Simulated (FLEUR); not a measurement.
Input and output of a self-consistent single point for LaH3 (I4/mmm, 4 atoms in the cell) (FLEUR).

Computed with PBEsol, all-electron FLAPW (FLEUR), scalar-relativistic valence run with FLEUR.

The change in words: lattice scaled by 0.98. Reference geometry:
```
CELL_PARAMETERS angstrom
     -1.89546     1.89546     3.08581
      1.89546    -1.89546     3.08581
      1.89546     1.89546    -3.08581
ATOMIC_POSITIONS crystal
  La 0.00000 0.00000 0.00000
  H  0.75000 0.25000 0.50000
  H  0.25000 0.75000 0.50000
  H  0.50000 0.50000 0.00000
```

Reference input (self-consistent single point, DFT, PBEsol, all-electron FLAPW (FLEUR), scalar-relativistic valence): Kmax = 4.6 1/bohr; GmaxXC = 13.8 1/bohr; xcFunctional = PBEs; jspins = 1; l_soc = F; mode = hist; fermiSmearingEnergy = 0.00183747 Htr; mesh (inpgen div1-3) = 6 6 6; inpgen gamma flag = true; Gmax = 13.8 1/bohr; numbands = 0; maxIterBroyd = 15. This run's input differs from it in these lines:

```diff
@@ -3,5 +3,5 @@
 &input film=f /
--3.5819097288 3.5819097288 5.8313301035
-3.5819097288 -3.5819097288 5.8313301035
-3.5819097288 3.5819097288 -5.8313301035
+-3.5102721012 3.5102721012 5.7147037659
+3.5102721012 -3.5102721012 5.7147037659
+3.5102721012 3.5102721012 -5.7147037659
 1.0
@@ -46,5 +46,5 @@
          <bravaisMatrix>
-            <row-1>   -3.5819097287999999     3.5819097287999999     5.8313301035000000</row-1>
-            <row-2>    3.5819097287999999    -3.5819097287999999     5.8313301035000000</row-2>
-            <row-3>    3.5819097287999999     3.5819097287999999    -5.8313301035000000</row-3>
+            <row-1>   -3.5102721012000000     3.5102721012000000     5.7147037659000004</row-1>
+            <row-2>    3.5102721012000000    -3.5102721012000000     5.7147037659000004</row-2>
+            <row-3>    3.5102721012000000     3.5102721012000000    -5.7147037659000004</row-3>
          </bravaisMatrix>
```

Log, with long lists cut:

```
 Iteration:     1   Distance:      10.52754553 me/bohr^3
 Iteration:     2   Distance:       9.74254069 me/bohr^3
 Iteration:     3   Distance:       2.27555794 me/bohr^3
 Iteration:     4   Distance:       3.12842957 me/bohr^3
 Iteration:     5   Distance:       0.97785178 me/bohr^3
   [... 6 lines left out ...]
 Iteration:    12   Distance:       0.00058219 me/bohr^3
 Iteration:    13   Distance:       0.00010010 me/bohr^3
 Iteration:    14   Distance:       0.00011501 me/bohr^3
 Iteration:    15   Distance:       0.00000487 me/bohr^3
 Run finished successfully
 Stop message:
   Structural relaxation: Done

[file out, last iteration]
             iter=     16
[...]
          total density-effective poten   -1.4328078542E+04
          total charge density-energy d   -2.0192814204E+02
 Updated energy parameters for spin:           1
[...]
 fermi energy and band-weighting factors:

[...]
FERMIE:
          first approx. to ef    (T=0)  :   0.364890 htr   (energy of the highest occ. eigenvalue)
          number of occ. states  (T=0)  :        210
          first approx. to seigv (T=0)  :  -1.701393 htr
          sum of weights of occ. states :   7.000000
          sum of semicore charge        :   0.000000 e
FERHIS:  Fermi-Energy by histogram:
          bandgap                     :   0.009798 htr
   [... lines left out ...]
          charge neutrality (T=0)     :   0.000000    (zero if the highest occ. eigenvalue is "entirely" occupied)
     EF_NEWTON:  Adjust Fermi-Energy by Newton-Method.
 Direct bandgap for spin            1 :    1.2606903449526030E-002  Htr
 ---->    free energy=                     -8496.2104653993 htr
   [... lines left out ...]
 TOTAL FORCE FOR ATOM TYPE=  1  X=  0.000   Y=  0.000   Z=  0.000
                       FX_TOT= 0.000000 FY_TOT= 0.000000 FZ_TOT= 0.000000
 TOTAL FORCE FOR ATOM TYPE=  2  X=  3.510   Y=  0.000   Z= -2.857
                       FX_TOT= 0.000000 FY_TOT= 0.000000 FZ_TOT= 0.000000
 TOTAL FORCE FOR ATOM TYPE=  3  X=  0.000   Y=  0.000   Z=  5.715
                       FX_TOT= 0.000000 FY_TOT= 0.000000 FZ_TOT= 0.000000
 Structural relaxation: Done
```

The run converged in 15 iterations. FLEUR gives forces in its relaxation mode, with a further iteration, so its stop message speaks of a relaxation. Against the reference run the free energy falls by 9.7 meV/atom and the gap on the mesh goes from 0.324 to 0.267 eV.

The starting cell comes from a database of computed structures (which also holds hypothetical and non-ambient phases and stackings), without a prior relaxation at this level. Its lattice was rescaled by a random factor within 2.5 % of one. For this run, on top of that: lattice scaled by 0.98. Values depend on the basis (sphere radii, cutoffs, local orbitals), which need not be converged.

Cost on one core of a shared machine: roughly 40 s.
